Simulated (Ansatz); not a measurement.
Start from BN in the wurtzite structure (space group P6_3mc, No. 186).

```
BN
1.0
    2.55452     0.00000     0.00000
   -1.27726     2.21228     0.00000
    0.00000     0.00000     4.22456
B N
2 2
Direct
  0.33333   0.66667   0.00019
  0.66667   0.33333   0.50019
  0.33333   0.66667   0.37481
  0.66667   0.33333   0.87481
```

Cartesian axes are those of the cell as printed.

Level of theory: PBE (Ansatz, a quantum-chemistry and plane-wave program), no spin-orbit coupling.

It is then changed as follows: uniaxial strain ε_zz = −2.40 %, all other strain components held at zero; the atoms relax in the strained cell.

**Question.** Predict the stress tensor and what it implies for the stiffness.

**Answer.** Stress of the strained cell less that of the base (GPa, compression positive):
```
   1.57    0.00    0.00
   0.00    1.57    0.00
   0.00    0.00   26.32
```

Then −Δσ_ii/ε with ε = -0.0240 gives secant stiffness values (nonlinear terms included at this strain): C33 ≈ 1100 GPa, C13 ≈ 65 GPa and C23 ≈ 65 GPa.

As a check, the harmonic strain energy −½ V₀ Δσ:ε is 12 meV/atom; the computed energy rise is 11 meV/atom.

Whether these cells are dynamically stable was not tested.
